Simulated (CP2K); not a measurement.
CP2K run on CuAgO2 (C2/m, 4 atoms in the cell): self-consistent single point.

Method: PBEsol, GPW, DZVP-MOLOPT-SR-GTH basis, GTH-PBE potentials (GTH_POTENTIALS) (CP2K).

```
CuAgO2
1.0
    3.49822     0.00000     0.00000
    2.40304     2.54223     0.00000
   -2.13165    -0.91831     5.41639
Cu Ag O
1 1 2
Direct
  0.50000   0.50000   0.50000
  0.00000   0.00000   0.00000
  0.87545   0.87545   0.28377
  0.12455   0.12455   0.71623
```

Reference input (self-consistent single point, DFT LDA (Pade form), GPW, DZVP-MOLOPT-SR-GTH basis, GTH-PADE potentials (GTH_POTENTIALS)): CUTOFF = 600 Ry; REL_CUTOFF = 50 Ry; SMEAR/METHOD = FERMI_DIRAC; ELECTRONIC_TEMPERATURE = 1160.45 K; KPOINTS/SCHEME = MONKHORST-PACK 10 10 5; GAMMA_CENTERED = T; XC_FUNCTIONAL = PADE; Cu/BASIS_SET = DZVP-MOLOPT-SR-GTH-q11; Cu/POTENTIAL = GTH-PADE-q11; Ag/BASIS_SET = DZVP-MOLOPT-SR-GTH-q11; Ag/POTENTIAL = GTH-PADE-q11; O/BASIS_SET = DZVP-MOLOPT-SR-GTH-q6. This run's input differs from it in these lines:

```diff
@@ -44,3 +44,6 @@
     &XC
-      &XC_FUNCTIONAL PADE
+      &XC_FUNCTIONAL
+        &PBE
+          PARAMETRIZATION PBESOL
+        &END PBE
       &END XC_FUNCTIONAL
@@ -77,3 +80,3 @@
       BASIS_SET DZVP-MOLOPT-SR-GTH-q11
-      POTENTIAL GTH-PADE-q11
+      POTENTIAL GTH-PBE-q11
     &END KIND
@@ -81,3 +84,3 @@
       BASIS_SET DZVP-MOLOPT-SR-GTH-q11
-      POTENTIAL GTH-PADE-q11
+      POTENTIAL GTH-PBE-q11
     &END KIND
@@ -85,3 +88,3 @@
       BASIS_SET DZVP-MOLOPT-SR-GTH-q6
-      POTENTIAL GTH-PADE-q6
+      POTENTIAL GTH-PBE-q6
     &END KIND
```

The program printed (abridged):

```
 SCF WAVEFUNCTION OPTIMIZATION

  Step     Update method      Time    Convergence         Total energy    Change
     1 NoMix/Diag. 0.30E+00      -     1.31428973      -116.8831735921 -1.17E+02
     2 Broy./Diag. 0.30E+00      -     1.04898042      -116.6528786515  2.30E-01
     3 Broy./Diag. 0.30E+00      -     0.37586661      -116.9671853891 -3.14E-01
     4 Broy./Diag. 0.30E+00      -     0.04141592      -117.2170398024 -2.50E-01
     5 Broy./Diag. 0.30E+00      -     0.01627623      -116.9244021337  2.93E-01
     6 Broy./Diag. 0.30E+00      -     0.00585893      -116.7971412703  1.27E-01
   [... 9 lines left out ...]
    16 Broy./Diag. 0.30E+00      -     0.00000047      -116.8411469334 -6.17E-06
    17 Broy./Diag. 0.30E+00      -     0.00000029      -116.8411476581 -7.25E-07
    18 Broy./Diag. 0.30E+00      -     0.00000017      -116.8411466327  1.03E-06
    19 Broy./Diag. 0.30E+00      -     0.00000006      -116.8411455739  1.06E-06
  *** SCF run converged in    19 steps ***

  Overlap energy of the core charge distribution:               0.00000021094926
  Self energy of the core charge distribution:               -207.33846773331450
  Core Hamiltonian energy:                                     65.39283434759334
  Hartree energy:                                              45.28803861230978
  Exchange-correlation energy:                                -20.18189483982218
  Electronic entropic energy:                                  -0.00165617178869
  Fermi energy:                                                 0.18982357364430

  Total energy:                                              -116.84114557389347
  Total energy (extrapolated to T->0):                       -116.84031748799913

                     Mulliken Population Analysis

   [... lines left out ...]

 STRESS| Analytical stress tensor [bar]
 STRESS|                        x                   y                   z
 STRESS|      x        2.39509222341E+04  -2.75723455765E+04   5.96146770149E+03
 STRESS|      y       -2.75723455765E+04   7.60760880500E+04   2.56758740627E+03
 STRESS|      z        5.96146770149E+03   2.56758740627E+03   7.40883242351E+04
 STRESS| 1/3 Trace                                             5.80384448397E+04
```

The run converged in 19 iterations. Against the reference run the pressure goes from -0.46 to 5.80 GPa and the largest force goes from 0.557 to 0.761 eV/Å.

The starting cell comes from a database of computed structures (which also holds hypothetical and non-ambient phases and stackings), without a prior relaxation at this level. Its lattice was rescaled by a random factor within 2.5 % of one. Spin polarisation is off, so a magnetic state, if there is one, cannot be reached. Values carry the incompleteness of an atom-centred basis. The potentials were made for another functional than the one used. With a pressure of about 6 GPa the cell is away from its equilibrium volume at this level. The run gives no clean gap (levels at the Fermi energy touch, overlap or are partly filled at this smearing), which alone does not show that the compound is a metal.

Cost on one core of a shared machine: roughly 3 min.
